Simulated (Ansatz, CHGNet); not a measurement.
# MoS2 (R3m, No. 160, 3 atoms in the cell; start mp-1434; a measured phase of this formula has another space group): properties by level of theory

```csv
level (code),lattice parameter a (Å),c axis length (Å)
CHGNet 0.3.0,3.194,26.367
PBEsol (Ansatz),3.143,18.853
PBE-D4 (Ansatz),3.157,18.114
r²SCAN (Ansatz),3.185,19.496
```

Caveats: the cell has another shape than the first-principles one, perhaps another minimum in the same group (CHGNet 0.3.0); the cell moved over 20 % in volume from its start (CHGNet 0.3.0); the relaxation could not lower the start's symmetry, so the cell can be a saddle point above a distorted one (CHGNet 0.3.0, PBEsol, PBE-D4, r²SCAN). Ansatz's density-functional and Hartree–Fock values are scalar-relativistic unless marked +SOC, with PAW data made under PBE.

The crystal itself was run without spin with PBEsol, PBE-D4, r²SCAN; a magnetic state was not tried in these runs.

A start named mp-… is a Materials Project structure, which need not be a measured phase.

Ansatz is a quantum-chemistry and plane-wave program.
